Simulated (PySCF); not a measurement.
PySCF 2.14.0, R2SCAN/def2-svp, df: Hf(S)(OH)2 ([OH][Hf]([OH])=[S]), 6 atoms. The geometry is a generated start, not checked to be a minimum at this level.

| Property | Value |
|---|---|
| task | energy |
| method | r2scan |
| basis | def2-svp |
| two-electron scheme | density fitting |
| mol.max_memory | 3000 MB |
| mf.max_cycle | 100 |
| mf.init_guess | minao (default) |
| mf.DIIS | CDIIS (default) |
| mf.conv_tol | 1e-09 (default) |
| mf.grids.level | 3 (default) |
| effective core potentials | those of the basis set, past Kr |
| basis functions | 88 |
| grid points | 90456 |

```xyz
6

Hf    -0.1621    -0.0786    -0.1013
S     -1.1750    -2.1036     0.0630
O     -0.6684     1.1896    -1.3733
H     -0.3247     2.0617    -1.5823
O      1.1306    -0.1314     1.2342
H      1.1997    -0.9377     1.7597
```

Charge 0 and multiplicity 1 are set for this test and not shown to be the ground state.

One run each on 2 threads, 1 BLAS thread. Values of diis_space tried: 3, 5, 8 (default), 12, 20.

Q: Which value of diis_space needs the fewest Fock builds, and what happens away from it?

A: Fewest Fock builds, within one of each other: 8 (default) with 13, 12 with 13, 20 with 13. The count rises to 35 at 3. All converge to one solution.

```tsv
diis_space	Fock builds	end
3	35	same solution
5	16	same solution
8 (default)	13	same solution
12	13	same solution
20	13	same solution
```
